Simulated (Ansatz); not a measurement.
# CdS, response to strain

Take CdS in the zinc blende structure (space group F-43m, No. 216; a = 5.878 Å) as the base. Axes: x, y, z lie along the cube axes.

Strains are applied to the cell and any free atomic positions relax.

Method: r2SCAN (Ansatz, a program for electronic structure, PAW, without spin-orbit coupling).

Notes on the quantities. energy relative to the base: free energy F; pressure: mean of the normal stresses, compression positive.

| change | energy relative to the base | pressure | shortest interatomic distance | band gap |
|---|---|---|---|---|
| base | 0 meV/atom | 0.01 GPa | 2.545 Å | 1.54 eV |
| uniaxial strain ε_zz = +0.50 % | +0.1 meV/atom | -0.29 GPa | 2.549 Å | ? |
| uniaxial strain ε_zz = +1.00 % | +0.6 meV/atom | -0.59 GPa | 2.554 Å | 1.51 eV |
| uniaxial strain ε_zz = +1.50 % | ? | -0.87 GPa | ? | 1.49 eV |
| uniaxial strain ε_zz = +2.00 % | +2.3 meV/atom | -1.15 GPa | ? | 1.48 eV |
| uniaxial strain ε_zz = +2.50 % | +3.5 meV/atom | -1.43 GPa | 2.566 Å | 1.46 eV |
| uniaxial strain ε_zz = +3.00 % | +5.1 meV/atom | -1.69 GPa | 2.571 Å | 1.44 eV |

Question: What belongs in the blanks?

Answer: 
- uniaxial strain ε_zz = +0.50 %, band gap: 1.53 eV
- uniaxial strain ε_zz = +1.50 %, energy relative to the base: +1.3 meV/atom
- uniaxial strain ε_zz = +1.50 %, shortest interatomic distance: 2.558 Å
- uniaxial strain ε_zz = +2.00 %, shortest interatomic distance: 2.562 Å

Gaps are read on the SCF mesh and a high-symmetry path. No phonon test of stability was made.
